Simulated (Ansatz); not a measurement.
Data:

End structure of a constructed model of the (111) surface of fcc Ni, ferromagnetic, a pseudomorphic layer of Rh in the other hollow (bottom of the slab: a bare face, its two planes held):

```
CELL_PARAMETERS angstrom
      2.48857     0.00000     0.00000
     -1.24429     2.15517     0.00000
      0.00000     0.00000    29.00000
ATOMIC_POSITIONS crystal
  Ni 0.33333 0.66667 0.28380
  Ni 0.66667 0.33333 0.35387
  Ni 0.00000 0.00000 0.42388
  Ni 0.33333 0.66667 0.49403
  Ni 0.66667 0.33333 0.56415
  Ni 0.00000 0.00000 0.63450
  Rh 0.66667 0.33333 0.70912
```

Model: 7-atom slab, 12.5 Å thick at the start, 17x17x1 mesh, Fermi-Dirac 0.1 eV, dipole correction, 2 atoms held, the rest relaxed; symmetry of the start imposed; spin-polarised, ending with about 4.5 μB a cell; orders that need a larger cell were not tried, no spin-orbit, no U. In PBE it lies 0.02 eV a 1x1 cell over the lowest computed structure of the same composition (a pseudomorphic layer of Rh in the host's stacking).

### Question
What is the computed work function of the top face (PBE in Ansatz, a quantum-chemistry and plane-wave program)?

### Answer
5.31 eV
